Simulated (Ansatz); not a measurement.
SiC under load (space group P6_3mc), r2SCAN with spin-orbit coupling, rigid bands (Ansatz, a program for electronic structure). Condition of this run: biaxial stress in the c plane of -20 GPa (compression positive) (the target of the relaxation). Band gap 2.56 eV, N_c = 2.56e19 cm⁻³ and N_v = 1.95e19 cm⁻³ at 300 K, conductivity masses along z (a = (3.20, 0.00, 0.00) Å; b = (-1.60, 2.77, 0.00) Å; c = (0.00, 0.00, 5.01) Å) of 0.973 mₑ (electrons) and 0.280 mₑ (holes). Take k_BT = 0.02585 eV.

**Question.** Find the intrinsic carrier density and the intrinsic Fermi level.

**Answer.** n_i = √(N_c N_v) exp(−E_g/2k_BT) = 2.23e19 × exp(−49.51) = 7.0e-3 cm⁻³. The level lies (k_BT/2) ln(N_v/N_c) = -4 meV from mid-gap (positive towards the conduction band). Each 0.1 eV added to the gap lowers n_i by a factor of 6.9.

**Question.** What thermal injection velocity √(2k_BT/πm) limits a ballistic channel along the direction named?

**Answer.** 5.45e6 cm/s for electrons and 1.02e7 cm/s for holes, a ratio of √(m_h/m_e) = 0.536, for dilute carriers.

**Question.** A film of it is 8 nm thick, with its normal along the direction named. Estimate the confinement energies in an infinite well.

**Answer.** ħ²π²/(2m t²) = 0.376 eV·nm²/(m/mₑ × t²) gives 6.04 meV for electrons and 21.0 meV for holes, so the gap would widen to about 2.59 eV. Finite barriers and nonparabolic bands lower this, and with several valleys or bands the heaviest mass along the normal sets the lowest level, not this average.

Rigid bands with the computed gap; masses take one relaxation time for all states. Geometry: cell and atoms relaxed with PBEsol.
